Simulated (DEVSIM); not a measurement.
System: Schottky contact on n-type CdTe, at 250 K.

Layer 1 from the left is CdTe, thickness (μm) 0.550, Nd (cm⁻³) 1.8e15, τn (s) 3.3e-9, τp (s) 3.3e-9.

Left contact: Schottky, work function 5.08 eV, emission velocity 6.1e6 cm/s. Right contact: ohmic. Voltage is applied to the left contact. Recombination: SRH at mid-gap, radiative. Mobility is μmin + (μ − μmin)/(1 + (N/Nref)^α).

Constants are typed, rounded textbook-type inputs, not results; the design itself was drawn at random and stands for no fabricated device. Values at 300 K; Nc and Nv go as T^1.5, mobilities as T to minus their exponent, the gap by Varshni's rule with the affinity fixed.

CdTe: gap (eV) 1.5, affinity (eV) 4.28, permittivity 10.2, Nc (cm⁻³) 8e17, Nv (cm⁻³) 1.8e19, μn (cm²/Vs) 1000, μp (cm²/Vs) 80, μn,min 100, μp,min 10, Nref,n 1e17, Nref,p 1e17, αn 0.6, αp 0.6, T exponent of μn 1.7, T exponent of μp 1.5, B (cm³/s) 1e-10, Varshni α (eV/K) 0.00031, Varshni β (K) 108.

DEVSIM, 1D drift-diffusion, Boltzmann statistics, complete ionisation; no tunnelling, impact ionisation, image-force lowering or self-heating. Metal contacts follow the ideal Schottky-Mott rule: no Fermi-level pinning, no interface dipoles.

Dark forward current:

| |V| (V) | |J| (A/cm²) |
|---|---|
| 0.05 | 3.273e-10 |
| 0.10 | 3.621e-9 |
| 0.15 | 3.678e-8 |
| 0.20 | 3.701e-7 |
| 0.25 | 3.714e-6 |
| 0.30 | 3.716e-5 |
| 0.35 | 0.0003704 |
| 0.40 | 0.003670 |
| 0.45 | 0.03600 |
| 0.50 | 0.3464 |
| 0.55 | 3.166 |
| 0.60 | 24.28 |
| 0.65 | 115.8 |
| 0.70 | 308.7 |
| 0.75 | 569.1 |
| 0.80 | 863.4 |
| 0.85 | 1174 |
| 0.90 | 1494 |
| 0.95 | 1818 |
| 1.00 | 2145 |

Question: Work out the local ideality factor n = ΔV / (kT/q · ln(J2/J1)) between the rows 0.10 and 0.15 V, 0.95 and 1.00 V.

Answer: kT/q = 21.54 mV. From 0.10 to 0.15 V: ln(3.678e-8/3.621e-9) = 2.318, n = 1.00, near the 1 of diffusion or emission over a barrier. From 0.95 to 1.00 V: ln(2145/1818) = 0.165, n = 14.03; the layers' resistance at their doping, Σ W/(qμN) = 0.00015 Ω cm², would take 49 mV of this step of 50 mV.

Question: Estimate the current at 0.30 V for emission alone, J0 = q v N_band exp(−φB/kT), and read the barrier back from the simulated current.

Answer: φB = 0.800 eV, N_band = 6.09e17 cm⁻³, J0 = 4.41e-11 A/cm²; J = J0 (exp(qV/kT) − 1) = 4.93e-5 A/cm². The simulation gives 3.72e-5 A/cm²; the estimate lies 33 % above. Read backwards, the simulated current gives an apparent barrier of 0.806 eV. The estimate leaves out transport through the depletion region and minority injection.
